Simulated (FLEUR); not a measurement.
Band structure of MgAl (Pm-3m, 2 atoms in the cell).

```
MgAl
1.0
    3.39841     0.00000     0.00000
    0.00000     3.39841     0.00000
    0.00000     0.00000     3.39841
Mg Al
1 1
Direct
  0.50000   0.50000   0.50000
  0.00000   0.00000   0.00000
```

Method: PBEsol, all-electron FLAPW (FLEUR), scalar-relativistic valence.

Settings: Kmax = 4 1/bohr; GmaxXC = 20 1/bohr; xcFunctional = PBEs; jspins = 1; l_soc = F; mode = hist; fermiSmearingEnergy = 0.00734986 Htr; mesh (inpgen div1-3) = 13 13 13; inpgen gamma flag = false; Gmax = 20 1/bohr; numbands = 0; maxIterBroyd = 99; imix = Anderson; alpha = 0.05.

The starting cell comes from a database of computed structures (which also holds hypothetical and non-ambient phases and stackings), without a prior relaxation at this level. Its lattice was rescaled by a random factor within 2.5 % of one. Values depend on the basis (sphere radii, cutoffs, local orbitals), which need not be converged.

Levels in eV from the Fermi level, bands 8 to 15:
```tsv
point	8	9	10	11	12	13	14	15
Γ	-42.61	-8.95	2.76	2.76	2.76	3.62	3.62	6.47
X	-42.60	-6.27	-5.17	4.77	4.77	6.45	6.61	6.61
M	-42.60	-3.57	-2.79	-2.79	-1.06	6.99	8.51	8.51
R	-42.61	-0.47	-0.47	-0.47	-0.44	0.97	0.97	0.97
```
